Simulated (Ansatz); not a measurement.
# Pressure series in hypothetical diamond Re

Start from Re in the diamond structure (space group Fd-3m, No. 227; a hypothetical phase, not in the database extracts checked).

```yaml
crystal:
  lattice:
    - [0.00000, 2.79688, 2.79688]
    - [2.79688, 0.00000, 2.79688]
    - [2.79688, 2.79688, 0.00000]
  atoms:
    - { symbol: Re, position: [0.25000, 0.25000, 0.25000] }
    - { symbol: Re, position: [0.00000, 0.00000, 0.00000] }
```

Cell and atoms are relaxed at each pressure.

All numbers come from PBEsol (Ansatz, a program for electronic structure; PAW; 420 eV plane waves; scalar-relativistic without spin-orbit coupling).

Notes on the quantities. enthalpy: H = E + PV relative to the base's energy.

```
change                 enthalpy  lattice parameter a
----------------  -------------  -------------------
base                          –              5.594 Å
pressure −2 GPa   -0.27 eV/atom              5.614 Å
pressure −1 GPa   -0.14 eV/atom              5.604 Å
pressure 0.3 GPa  +0.04 eV/atom              5.591 Å
pressure 0.7 GPa  +0.10 eV/atom           (withheld)
pressure 1.5 GPa  +0.20 eV/atom              5.579 Å
pressure 3 GPa    +0.41 eV/atom              5.566 Å
pressure 5 GPa    +0.67 eV/atom              5.548 Å
pressure 7.5 GPa  +1.01 eV/atom              5.527 Å
pressure 10 GPa   +1.33 eV/atom              5.506 Å
```

### Question
Complete the table.

### Answer

- pressure 0.7 GPa, lattice parameter a: 5.587 Å

Load acts through the strain it causes; cell and atoms are relaxed under it. Stability against distortions was not tested. Competing high-pressure phases were not computed. All final runs are without spin polarisation.
